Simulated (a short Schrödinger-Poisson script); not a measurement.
Stack: MOS inversion layer, SiO2 on p-type Si(100), at 300 K.

```tsv
layer	material	thickness (nm)	Na (cm⁻³)
1	SiO2	2.4	-
2	Si	1600	6.9e16
```

Constants are typed, rounded textbook-type inputs, not results; the design itself was drawn at random and stands for no fabricated device. SiO2: permittivity 3.9, conduction-band edge (eV) 3.15, gap (eV) 9, electron mass (mₑ) 0.5. Si: permittivity 11.7, conduction-band edge (eV) 0, gap (eV) 1.124, Nv at 300 K (cm⁻³) 3.1e19.

Channel valleys (confinement mass, in-plane density-of-states mass, number): Δ2 0.916, 0.19, 2; Δ4 0.19, 0.417, 4. At the gate the conduction-band edge of layer 1 lies 3.52 eV − eVg above the Fermi level of the channel; the field vanishes at the back. Gaps are held at their typed values at every temperature. Mesh 0.03 nm at interfaces.

Solved with a short Schrödinger-Poisson script written for these runs: 1D Poisson equation in equilibrium, electrons quantum, Hartree (BenDaniel-Duke, 12 states a valley, the channel's in-plane mass for all, wave functions free to enter the dielectric), parabolic valleys, classical holes, full ionisation, no traps, pinning or gate leakage.

At Vg = 2 V the centroid of the electrons lies 1.58 nm from the interface.

### Question
Estimate the gate capacitance as the dielectric in series with that distance, and compare.

### Answer
The dielectric alone has 1.44 μF/cm²; in series with 1.58 nm of the channel's permittivity, 1.18 μF/cm²; the run gives 1.26 μF/cm². The estimate leaves out the density-of-states capacitance and the centroid's move with voltage.
